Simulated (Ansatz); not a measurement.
**TiSi2: response to strain**

The parent structure is TiSi2 (space group Fddd, No. 70).

```yaml
crystal:
  lattice:
    - [0.00000, 4.13243, 4.28241]
    - [2.40310, 0.00000, 4.28241]
    - [2.40310, 4.13243, 0.00000]
  atoms:
    - { symbol: Si, position: [0.66301, 0.33699, 0.66301] }
    - { symbol: Si, position: [0.33699, 0.66301, 0.33699] }
    - { symbol: Si, position: [0.58699, 0.91301, 0.58699] }
    - { symbol: Si, position: [0.91301, 0.58699, 0.91301] }
    - { symbol: Ti, position: [0.00000, 0.00000, 0.00000] }
    - { symbol: Ti, position: [0.25000, 0.25000, 0.25000] }
```

Cartesian axes are those of the cell as printed.

Strains are applied to the cell and any free atomic positions relax; under biaxial strain the out-of-plane vector relaxes too.

All numbers come from PBE (Ansatz, a first-principles code; PAW; 420 eV plane waves; no spin-orbit coupling), earlier PAW set.

Candidates:
(a) biaxial strain +3.56 %, plane normal [001], relaxed out of plane
(b) isotropic strain +0.86 %
(c) biaxial strain +2.23 %, plane normal [001], relaxed out of plane

Notes on the quantities. energy relative to the base: free energy F.

Problem. Order them by energy relative to the base, lowest first.

Solution. (b) isotropic strain +0.86 % (+4.1 meV/atom), (c) biaxial strain +2.23 %, plane normal [001], relaxed out of plane (+13 meV/atom), (a) biaxial strain +3.56 %, plane normal [001], relaxed out of plane (+31 meV/atom)

Without a gap, meshes like the base's 13×13×13 leave anisotropic stresses uncertain by several tenths of a GPa, and small strain energies with them. Whether these cells are dynamically stable was not tested. The final runs are not spin-polarised.
